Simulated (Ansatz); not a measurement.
Start from HgS in the zinc blende structure (space group F-43m, No. 216; a = 5.876 Å). Axes: x, y, z lie along the cube axes.

Computed with Ansatz (a program for electronic structure), PBEsol, PAW, cutoff 420 eV, spin-orbit coupling left out, earlier PAW set.

Strains are applied to the cell and any free atomic positions relax; under biaxial strain the out-of-plane vector relaxes too.

One change was made to it. Results:

The energy stays essentially unchanged; the pressure goes from zero to -0.5 GPa.

Task: Name the change that was made.
A. isotropic strain +0.78 %
B. biaxial strain +2.06 %, plane normal [110], relaxed out of plane
C. uniaxial strain ε_xx = −3.63 %
D. isotropic strain +0.26 %
E. biaxial strain −4.69 %, plane normal [110], relaxed out of plane

Result: D, isotropic strain +0.26 %. For comparison, the energy relative to the base in the other runs: biaxial strain −4.69 %, plane normal [110], relaxed out of plane gives +28 meV/atom; isotropic strain +0.78 % gives +2.5 meV/atom; biaxial strain +2.06 %, plane normal [110], relaxed out of plane gives +5.7 meV/atom; uniaxial strain ε_xx = −3.63 % gives +7.7 meV/atom.

A biaxial case was relaxed in a doubled cell and then solved in the primitive one. The mesh was chosen for an insulator and is coarse for the gapless case. Whether these cells are dynamically stable was not tested. All final runs are without spin polarisation. Gaps under 0.05 eV, about the width of the smearing, are given as zero.
